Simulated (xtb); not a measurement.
xtb 6.7.1, GFN1-xTB: C[C](C)[CH2][GeH3], charge +1, multiplicity 1, 16 atoms. The geometry is a generated start, not checked to be a minimum at this level.

```json
{
  "run_flags": "--grad",
  "method": "GFN1-xTB",
  "--acc": "1 (default)",
  "--etemp (K)": "300 (default)",
  "basis_functions": "48",
  "valence_electrons": "30"
}
```

```xyz
16

C     -1.0388     1.4060     0.1124
C     -0.6315     0.0076    -0.0590
C     -1.1679    -0.9961     0.8688
C      0.2487    -0.3605    -1.0801
Ge     2.1553    -0.1440    -0.1779
H     -2.0550     1.5224    -0.2789
H     -0.3978     2.0974    -0.4284
H     -1.0961     1.6876     1.1637
H     -0.5399    -1.8848     0.9259
H     -2.1387    -1.3256     0.4840
H     -1.3511    -0.5907     1.8610
H      0.2464    -1.4119    -1.3633
H      0.3175     0.3211    -1.9249
H      2.2049    -1.1939     0.8866
H      3.0411    -0.3844    -1.3499
H      2.2028     1.2500     0.3599
```

Charge 1 and multiplicity 1 are set for this test and not shown to be the ground state.

One run each on 1 thread. Values of broydamp tried: 0.02, 0.05, 0.1, 0.2, 0.4 (default), 0.6, 0.8, 1.

Task: Which value of broydamp needs the fewest SCC iterations, and what happens away from it?

Result: Fewest SCC iterations, within one of each other: 0.2 with 13, 0.4 (default) with 12, 0.6 with 12. The count rises to 23 at 0.02. All converge to one solution.

```
broydamp       SCC iterations            end
-------------  --------------  -------------
0.02                       23  same solution
0.05                       20  same solution
0.1                        15  same solution
0.2                        13  same solution
0.4 (default)              12  same solution
0.6                        12  same solution
0.8                        14  same solution
1                          16  same solution
```
